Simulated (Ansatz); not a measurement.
**Effect of pressure 75 GPa on ZrB2**

Base system: ZrB$_{2}$ (space group P6/mmm, No. 191; a = 3.171 Å, c = 3.541 Å).

One thing is altered: cell and atoms relaxed at a pressure of 75 GPa.

Level of theory: Ansatz (a first-principles code) PBE, spin-orbit coupling left out. Settings: 17×17×13 k-points, 0.05 eV Fermi–Dirac smearing.

```csv
quantity,base,changed,shift
volume per atom,10.28 Å³,8.34 Å³,-1.94 Å³
density,6.07 g/cm³,7.49 g/cm³,+1.42 g/cm³
lattice parameter a,317.1 pm,296.5 pm,-20.6 pm
c/a ratio,1.117,1.108,-0.0084
enthalpy H = E + PV relative to the base's energy,–,+4.29 eV/atom,–
band gap,zero,zero,–
```

Load acts through the strain it causes; cell and atoms are relaxed under it. Whether these cells are dynamically stable was not tested. No other phases were tried under pressure. The final runs are not spin-polarised.
